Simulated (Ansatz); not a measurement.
Consider the following.

```yaml
crystal:
  lattice:
    - [0.00000, 2.82971, 2.82971]
    - [2.82971, 0.00000, 2.82971]
    - [2.82971, 2.82971, 0.00000]
  atoms:
    - { symbol: As, position: [0.75000, 0.75000, 0.75000] }
    - { symbol: Ga, position: [0.00000, 0.00000, 0.00000] }
```

No spin polarisation.

Hole doping at 5.0×10^20 cm⁻³ (0.0227 per cell), with a uniform compensating background at fixed cell and a 300 K Fermi–Dirac width.

Calculations: DFT with PBEsol, PAW potentials and a 420 eV plane-wave cutoff in Ansatz (an electronic-structure program), scalar-relativistic without spin-orbit coupling, earlier PAW set. Settings: 23×23×23 k-points, 0.0259 eV Fermi–Dirac smearing.

What is the computed gap character?

Direct at Γ.

Predict the gap between the host's bands.

0.43 eV.

Carriers are added with a uniform compensating background; total energy and stress of such cells depend on the potential's zero and are not compared; many-body gap narrowing is missing at this level. Whether these cells are dynamically stable was not tested. The cell was made from GaAs in the zinc blende structure (space group F-43m, No. 216) by this change: holes 5.0×10^20 cm⁻³.
